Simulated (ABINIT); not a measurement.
# A self-consistent single point of V (Im-3m, 1 atom in the cell) with ABINIT

Method: PBE, PAW (JTH v2.0 PBE PAW) (plane waves; ABINIT).

This input was run:

```
# V, JTH v2.0 PBE PAW
pp_dirpath "./"
pseudos "V.GGA_PBE-JTH.xml"
acell 3*1.0 Angstrom
rprim
        -1.5074250000    1.5074250000    1.5074250000
         1.5074250000   -1.5074250000    1.5074250000
         1.5074250000    1.5074250000   -1.5074250000
natom 1
ntypat 1
znucl 23
typat 1
xcart    0.0000000000    0.0000000000    0.0000000000
ecut 30 Ha
pawecutdg 60 Ha
pawxcdev 0
occopt 7
tsmear 0.00367493
nband 12
kptopt 1
ngkpt 9 9 9
nshiftk 1
shiftk 0 0 0
nstep 60
toldfe 1.0e-09
prtwf 0
prtden 0
enunit 2
```

Output (repeated stretches shortened):

```
 Symmetries : space group Im -3 m (#229); Bravais cI (body-center cubic)

 -outvars: echo values of preprocessed input variables --------
            acell      1.8897261329E+00  1.8897261329E+00  1.8897261329E+00 Bohr
             ecut      3.00000000E+01 Hartree
           enunit           2
              ixc     -101130
         kptrlatt        9    0    0      0    9    0      0    0    9
          kptrlen      4.44055976E+01
            natom           1
            nband          12
            ngfft          27      27      27
          ngfftdg          36      36      36
             nkpt          35
            nstep          60
             nsym          48
           ntypat           1
           occopt           7
        pawecutdg      6.00000000E+01 Hartree
         pawxcdev           0
            rprim     -1.5074250000E+00  1.5074250000E+00  1.5074250000E+00
                       1.5074250000E+00 -1.5074250000E+00  1.5074250000E+00
                       1.5074250000E+00  1.5074250000E+00 -1.5074250000E+00
          spgroup         229
           toldfe      1.00000000E-09 Hartree
           tsmear      3.67493000E-03 Hartree
            typat      1
           useylm           1
            znucl       23.00000

== DATASET  1 ==================================================================

 Real(R)+Recip(G) space primitive vectors, cartesian coordinates (Bohr,Bohr^-1):
 R(1)= -2.8486204  2.8486204  2.8486204  G(1)=  0.0000000  0.1755236  0.1755236
 R(2)=  2.8486204 -2.8486204  2.8486204  G(2)=  0.1755236  0.0000000  0.1755236
 R(3)=  2.8486204  2.8486204 -2.8486204  G(3)=  0.1755236  0.1755236  0.0000000
 Unit cell volume ucvol=  9.2462097E+01 bohr^3
 Angles (23,13,12)=  1.09471221E+02  1.09471221E+02  1.09471221E+02 degrees

 Coarse grid specifications (used for wave-functions):

 getcut: wavevector=  0.0000  0.0000  0.0000  ngfft=  27  27  27
         ecut(hartree)=     30.000   => boxcut(ratio)=   2.14039

 Fine grid specifications (used for densities):

 getcut: wavevector=  0.0000  0.0000  0.0000  ngfft=  36  36  36
         ecut(hartree)=     60.000   => boxcut(ratio)=   2.09251

   2.89117218E+02                                ecore*ucvol(ha*bohr**3)

_setup2: Arith. and geom. avg. npw (full set) are     725.820     725.792

--- !BeginCycle
solver: {iscf: 17, nstep: 60, nline: 4, wfoptalg: 10, }
tolerances: {toldfe: 1.00E-09, }
...

     iter   Etot(hartree)      deltaE(h)  residm     nres2
 ETOT  1  -71.784567976204    -7.178E+01 1.302E+00 4.959E+00
 ETOT  2  -72.073230283918    -2.887E-01 3.863E-02 7.927E-01
 ETOT  3  -72.072994170457     2.361E-04 3.060E-03 3.377E-02
 ETOT  4  -72.073091244253    -9.707E-05 3.736E-04 3.451E-02
 ETOT  5  -72.073056213436     3.503E-05 8.157E-04 6.423E-04
 ETOT  6  -72.073057430182    -1.217E-06 7.287E-05 1.745E-05
 ETOT  7  -72.073057445418    -1.524E-08 1.038E-04 1.359E-05
 ETOT  8  -72.073057443977     1.441E-09 9.432E-06 1.606E-06
 ETOT  9  -72.073057444043    -6.679E-11 1.293E-05 7.123E-07
 ETOT 10  -72.073057443451     5.929E-10 1.206E-06 1.993E-07

 At SCF step   10, etot is converged :
  for the second time, diff in etot=  5.929E-10 < toldfe=  1.000E-09

 Cartesian components of stress tensor (hartree/bohr^3)
  sigma(1 1)=  1.02671878E-04  sigma(3 2)=  0.00000000E+00
  sigma(2 2)=  1.02671878E-04  sigma(3 1)=  0.00000000E+00
  sigma(3 3)=  1.02671878E-04  sigma(2 1)=  0.00000000E+00

 ----iterations are completed or convergence reached----

 reduced coordinates (array xred) for    1 atoms
       0.000000000000      0.000000000000      0.000000000000
 cartesian forces (eV/Angstrom) at end:
    1     -0.00000000000000    -0.00000000000000    -0.00000000000000
 frms,max,avg= 0.0000000E+00 0.0000000E+00   0.000E+00  0.000E+00  0.000E+00 e/A
 length scales=  1.889726132886  1.889726132886  1.889726132886 bohr
              =  1.000000000000  1.000000000000  1.000000000000 angstroms
 Fermi (or HOMO) energy (hartree) =   0.37154   Average Vxc (hartree)=  -0.44752
 Eigenvalues (hartree) for nkpt=  35  k points:
 kpt#   1, nband= 12, wtk=  0.00137, kpt=  0.0000  0.0000  0.0000 (reduced coord)
  -1.97230   -0.99193   -0.99193   -0.99193    0.12794    0.38483    0.38483    0.38483
   0.45713    0.45713    1.11972    1.11972
      occupation numbers for kpt#   1
   2.00000    2.00000    2.00000    2.00000    2.00000    0.00000    0.00000    0.00000
   0.00000    0.00000    0.00000    0.00000
 prteigrs : prtvol=0 or 1, do not print more k-points.

 Fermi (or HOMO) energy (eV) =  10.11008   Average Vxc (eV)= -12.17758
 Eigenvalues (   eV  ) for nkpt=  35  k points:
 kpt#   1, nband= 12, wtk=  0.00137, kpt=  0.0000  0.0000  0.0000 (reduced coord)
 -53.66912  -26.99183  -26.99183  -26.99183    3.48154   10.47186   10.47186   10.47186
  12.43927   12.43927   30.46900   30.46900
 prteigrs : prtvol=0 or 1, do not print more k-points.

--- !EnergyTerms
comment             : Components of total free energy in Hartree
kinetic             :  9.88935270604940E+00
hartree             :  1.38681413588708E+01
xc                  : -3.82591138624605E+00
Ewald energy        : -5.39761676864413E+01
psp_core            :  3.12687282316682E+00
local_psp           : -4.37461619850369E+01
spherical_terms     :  2.59125977480384E+00
internal            : -7.20726143948334E+01
'-kT*entropy'       : -5.58060324477279E-04
total_energy        : -7.20731724551579E+01
total_energy_eV     : -1.96121076168528E+03
...

-Cartesian components of stress tensor (GPa)         [Pressure= -3.0207E+00 GPa]
- sigma(1 1)=  3.02071043E+00  sigma(3 2)=  0.00000000E+00
- sigma(2 2)=  3.02071043E+00  sigma(3 1)=  0.00000000E+00
- sigma(3 3)=  3.02071043E+00  sigma(2 1)=  0.00000000E+00

 Calculation completed.
```

The run converged in 10 iterations.

The starting cell has typed, rounded lattice constants, without a prior relaxation at this level. Its lattice was rescaled by up to half a per cent. Spin polarisation is off. With a pressure of about -3 GPa the cell is away from its equilibrium volume at this level.
